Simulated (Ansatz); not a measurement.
## Convergence study of the plane-wave cutoff for CrB₄ (Imm2, 5 atoms in the cell)

```
CELL_PARAMETERS angstrom
     -1.42058     2.35917     2.72173
      1.42058    -2.35917     2.72173
      1.42058     2.35917    -2.72173
ATOMIC_POSITIONS crystal
  Cr 0.00919 0.00919 0.00000
  B  0.53800 0.34213 0.19587
  B  0.46200 0.65787 0.80413
  B  0.14626 0.34213 0.80413
  B  0.85374 0.65787 0.19587
```

Method: PBEsol, default PAW files made with PBE (plane waves; Ansatz, a quantum-chemistry and plane-wave program).

Base settings: basis.ecutwfc = 420 eV; kpoints.mp_grid.grid = 10 10 10; hamiltonian.xc = pbesol; hamiltonian.pseudopotentials = {kind: paw} (the program's default PAW files); scf.occupations.method = gaussian; scf.occupations.width = 0.1 eV.

The second cell is the first with its lattice scaled by 0.98.

The mesh stays at the base's, so the ladder's end is converged at best in this setting alone.

The first pressure column holds Ansatz's estimate of the finite-basis (Pulay) stress, which hides part of the cutoff error; the other is without it.

Only quantities that move along the ladder and can be compared are tabulated.

The count of work is k-points × plane waves × bands × iterations; it is no time. 

The starting cell comes from a database of computed structures (which also holds hypothetical and non-ambient phases and stackings), without a prior relaxation at this level. Its lattice was rescaled by up to half a per cent. One atom was moved a little off its site on purpose. Spin polarisation is off. In the base run, forces exceed 1 eV/Å.

Steps (basis.ecutwfc): 145 eV; 170 eV; 190 eV; 210 eV; 230 eV; 250 eV; 295 eV; 335 eV; 380 eV; 420 eV; 460 eV; 505 eV; 565 eV; 630 eV; 735 eV; 840 eV; 1010 eV.

Q: What is the coarsest basis.ecutwfc that holds the pressure within 0.05 GPa of the last step, with all finer ones?

A: 460 eV, at 0.31 of the last step's count of work; the step before is off by 0.06 GPa.

Q: What is the coarsest basis.ecutwfc that holds the forces within 0.005 eV/Å of the last step, with all finer ones?

A: 380 eV, at 0.24 of the last step's count of work; the step before is off by 0.009 eV/Å.

Q: What is the coarsest basis.ecutwfc that holds the pressure without the Pulay estimate within 1 GPa of the last step, with all finer ones?

A: 380 eV, at 0.24 of the last step's count of work; the step before is off by 4.7 GPa.

| basis.ecutwfc | free energy less the last step's (meV/atom) | energy of the compressed cell less the first (meV/atom) | pressure (GPa) | pressure without the Pulay estimate (GPa) | largest difference of a force vector from the last step's (eV/Å) | count of work / last |
|---|---|---|---|---|---|---|
| 145 eV | 9572.37 | 256.97 | 75.09 | -570.66 | 0.730 | 0.063 |
| 170 eV | 4450.41 | 49.48 | -1.40 | -321.57 | 1.092 | 0.070 |
| 190 eV | 2543.55 | -9.17 | -12.22 | -207.80 | 0.588 | 0.097 |
| 210 eV | 1457.77 | 5.98 | -7.31 | -132.83 | 0.392 | 0.10 |
| 230 eV | 830.81 | 11.64 | -4.51 | -84.26 | 0.252 | 0.12 |
| 250 eV | 464.54 | 18.86 | -1.97 | -52.48 | 0.185 | 0.14 |
| 295 eV | 117.87 | 23.95 | -0.33 | -16.48 | 0.071 | 0.16 |
| 335 eV | 30.04 | 27.26 | 0.67 | -4.62 | 0.009 | 0.19 |
| 380 eV | 6.05 | 26.63 | 0.30 | -0.83 | 0.004 | 0.24 |
| 420 eV | 1.86 | 26.20 | 0.14 | -0.13 | 0.001 | 0.28 |
| 460 eV | 0.89 | 26.08 | 0.10 | 0.03 | 0.000 | 0.31 |
| 505 eV | 0.58 | 26.06 | 0.10 | 0.07 | 0.000 | 0.35 |
| 565 eV | 0.41 | 26.04 | 0.09 | 0.07 | 0.000 | 0.42 |
| 630 eV | 0.26 | 26.04 | 0.09 | 0.07 | 0.000 | 0.49 |
| 735 eV | 0.08 | 26.02 | 0.08 | 0.07 | 0.000 | 0.62 |
| 840 eV | 0.04 | 26.01 | 0.08 | 0.08 | 0.000 | 0.76 |
| 1010 eV | 0.00 | 26.01 | 0.08 | 0.08 | 0.000 | 1.0 |

The energy difference between the two cells stays within 1 meV/atom of the last step's from 380 eV on, the total only from 460 eV on: much of the error is common to both cells and cancels.

At the lowest cutoff the pressure without the Pulay estimate lies 571 GPa under the last step's, the usual sign of Pulay stress in an incomplete plane-wave basis.

Keys are those of Ansatz 0.2.
